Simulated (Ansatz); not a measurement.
# Several settings converged on a (111) slab of TaTi (cut from a parent of space group no. 65; 8 atoms in the cell)

```
CELL_PARAMETERS angstrom
      2.80455     0.00000     0.00000
      1.88243     5.36073     0.00000
      0.00000     0.00000    20.90831
ATOMIC_POSITIONS crystal
  Ta 0.97058 0.02354 0.33480
  Ta 0.46323 0.77943 0.44493
  Ta 0.95588 0.53532 0.55507
  Ta 0.44852 0.29120 0.66521
  Ti 0.97058 0.52354 0.33480
  Ti 0.46323 0.27943 0.44493
  Ti 0.95588 0.03532 0.55507
  Ti 0.44852 0.79120 0.66521
```

Base method: LDA (PW92), default PAW files made with PBE (plane waves; Ansatz, a first-principles code).

Base settings: basis.ecutwfc = 30.9 Ry; kpoints.mp_grid.grid = 7 3 1; hamiltonian.xc = lda; hamiltonian.pseudopotentials = {kind: paw} (the program's default PAW files); scf.occupations.method = fermi_dirac; scf.occupations.width = 0.0073 Ry.

The count of work is k-points × plane waves × bands × iterations; it is no time. 

**The vacuum**

The mesh stays at the base's, so the ladder's end is converged at best in this setting alone.

Only quantities that move along the ladder and can be compared are tabulated.

| vacuum between outermost atoms (Å) | free energy less the last step's (meV/atom) | largest difference of a force vector from the last step's (eV/Å) | count of work / last |
|---|---|---|---|
| 3.0 | -445.97 | 1.780 | 0.21 |
| 4.0 | -183.02 | 1.049 | 0.26 |
| 5.0 | -56.18 | 0.433 | 0.29 |
| 6.0 | -12.87 | 0.142 | 0.31 |
| 7.0 | -2.05 | 0.040 | 0.34 |
| 8.0 | -0.17 | 0.014 | 0.41 |
| 10.0 | 0.03 | 0.001 | 0.41 |
| 12.0 | 0.00 | 0.000 | 0.51 |
| 14.0 | 0.00 | 0.000 | 0.50 |
| 17.0 | 0.00 | 0.000 | 0.58 |
| 20.0 | 0.00 | 0.000 | 0.65 |
| 25.0 | 0.00 | 0.000 | 0.77 |
| 30.0 | 0.00 | 0.000 | 1.0 |

Smallest vacuum between outermost atoms (Å) that holds the forces within 0.01 eV/Å of the last step, with all finer ones: 10.0, at 0.41 of the last step's count of work; the step before is off by 0.014 eV/Å.

Smallest vacuum between outermost atoms (Å) that holds the free energy within 1 meV/atom of the last step, with all finer ones: 8.0, at 0.41 of the last step's count of work; the step before is off by 2.0 meV/atom.

**The plane-wave cutoff**

The mesh stays at the base's, so the ladder's end is converged at best in this setting alone.

Only quantities that move along the ladder and can be compared are tabulated.

| basis.ecutwfc | free energy less the last step's (meV/atom) | largest difference of a force vector from the last step's (eV/Å) | count of work / last |
|---|---|---|---|
| 15.4 Ry | 2492.81 | 0.160 | 0.14 |
| 18.4 Ry | 590.52 | 0.049 | 0.16 |
| 21.7 Ry | 106.14 | 0.013 | 0.20 |
| 26.1 Ry | 7.87 | 0.001 | 0.24 |
| 30.9 Ry | 0.87 | 0.000 | 0.31 |
| 37.1 Ry | 0.50 | 0.000 | 0.46 |
| 46.3 Ry | 0.19 | 0.000 | 0.65 |
| 61.7 Ry | 0.00 | 0.000 | 1.0 |

Coarsest basis.ecutwfc that holds the free energy within 5 meV/atom of the last step, with all finer ones: 30.9 Ry, at 0.31 of the last step's count of work; the step before is off by 7.9 meV/atom.

Coarsest basis.ecutwfc that holds the forces within 0.005 eV/Å of the last step, with all finer ones: 26.1 Ry, at 0.24 of the last step's count of work; the step before is off by 0.013 eV/Å.

On the base run: the starting cell comes from a database of computed structures (which also holds hypothetical and non-ambient phases and stackings), without a prior relaxation at this level. The slab is cut from that crystal, and its faces are unrelaxed. Its lattice was rescaled by up to half a per cent. Spin polarisation is off. In the base run, forces exceed 1 eV/Å. Without a gap this mesh is coarse (it stands for a supercell whose shortest in-plane vector is 17 Å).

Keys are those of Ansatz 0.2.
